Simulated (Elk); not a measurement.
Input and output of a self-consistent single point for CaTiS2 (P-3m1, 4 atoms in the cell) (Elk).

Method of the run: LDA (PW92), all-electron FP-LAPW, Elk's shipped species files, APW+lo basis with extra local orbitals run with Elk 10.2.4.

```
CELL_PARAMETERS angstrom
      3.64514     0.00000     0.00000
     -1.82257     3.15678     0.00000
      0.00000     0.00000     6.54150
ATOMIC_POSITIONS crystal
  Ca 0.00000 0.00000 0.50000
  Ti 0.00000 0.00000 0.00000
  S  0.33333 0.66667 0.78034
  S  0.66667 0.33333 0.21966
```

Reference input (self-consistent single point, DFT, PBEsol, all-electron FP-LAPW, Elk's shipped species files, APW+lo basis with extra local orbitals): xctype = 22; rgkmax = 8; stype = 3; swidth = 0.00367493 Ha; ngridk = 7 7 4; gmaxvr = 16 1/bohr; nxlo = 2; lorbcnd = true; rmtscf = 0.98; lmaxi = 2. This run's input differs from it in these lines:

```diff
@@ -4,3 +4,3 @@
 xctype
-  22
+  3
```

The program printed (abridged):

```
│ Self-consistent loop started │
│ Loop number : 1 │
 total energy                :     -2334.40483869
│ Loop number : 2 │
 total energy                :     -2334.41052756
RMS change in Kohn-Sham potential (target) :   0.1162681837     (  0.1000000000E-05)
Absolute change in total energy (target)   :   0.5688870846E-02 (  0.1000000000E-03)
│ Loop number : 3 │
 total energy                :     -2334.17997157
RMS change in Kohn-Sham potential (target) :   0.1153114666     (  0.1000000000E-05)
Absolute change in total energy (target)   :   0.2291337727     (  0.1000000000E-03)
│ Loop number : 4 │
   [... lines left out ...]
Absolute change in total energy (target)   :   0.1303556750E-02 (  0.1000000000E-03)
│ Loop number : 14 │
 total energy                :     -2327.04761697
RMS change in Kohn-Sham potential (target) :   0.1412956336E-05 (  0.1000000000E-05)
Absolute change in total energy (target)   :   0.3588015034E-03 (  0.1000000000E-03)
│ Loop number : 15 │
 total energy                :     -2327.04760765
RMS change in Kohn-Sham potential (target) :   0.2150235277E-06 (  0.1000000000E-05)
Absolute change in total energy (target)   :   0.8038664964E-04 (  0.1000000000E-03)
Convergence targets achieved

│ Loop number : 16 │

Energies :
 Fermi                       :     0.287331081926
 total energy                :     -2327.04758615

Density of states at Fermi energy :    60.86449738
 (states/Hartree/unit cell)

Estimated indirect band gap :   0.1357450381E-02
 from k-point     25 to k-point      2
Estimated direct band gap   :   0.9797298615E-02
 at k-point     21

Charges :
 core                        :    40.00000000
 valence                     :    34.00000000
 interstitial                :    6.627154300
 muffin-tins (core leakage)
  species :    1 (Ca)
   atom    1                 :    18.22465575     (  0.3181575359E-07)
  species :    2 (Ti)
   atom    1                 :    20.22992102     (  0.1065062705E-08)
  species :    3 (S)
   atom    1                 :    14.45913447     (  0.9653899907E-04)
   atom    2                 :    14.45913447     (  0.9653899907E-04)
 total in muffin-tins        :    67.37284570
 total calculated charge     :    74.00273616
 total charge                :    74.00000000
 error                       :   0.2736158903E-02

│ Self-consistent loop stopped │
```

The run converged in 16 iterations. The count includes the last loop, which Elk runs after its targets are met. 

The starting cell comes from a database of computed structures (which also holds hypothetical and non-ambient phases and stackings), without a prior relaxation at this level. Spin polarisation is off, so a magnetic state, if there is one, cannot be reached. Values depend on the basis (sphere radii, cutoffs, local orbitals), which need not be converged. The log's line on a gap gives a spacing of levels on this mesh, which the program prints for metals too.
